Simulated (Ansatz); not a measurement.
Start from SiO2 in the rutile structure (space group P4_2/mnm, No. 136; a = 4.1852 Å, c = 2.6688 Å).

One thing is altered: a hydrostatic pressure of 4.5 GPa.

Levels (all Ansatz, a quantum-chemistry and plane-wave program, PAW): r2SCAN (500 eV, spin-orbit coupling left out); HSE06 (420 eV, scalar-relativistic without spin-orbit coupling).

The geometry is relaxed with r2SCAN.

```
Property           Value
---------------  -------
r2SCAN band gap  6.75 eV
```

With HSE06 at the same geometry, the band gap grows by 1.15 eV (6.75 eV → 7.90 eV).

Single points use the geometry relaxed with r2SCAN. Their cutoffs differ, which shifts pressures a little. Load acts through the strain it causes; cell and atoms are relaxed under it. Stability against distortions was not tested.
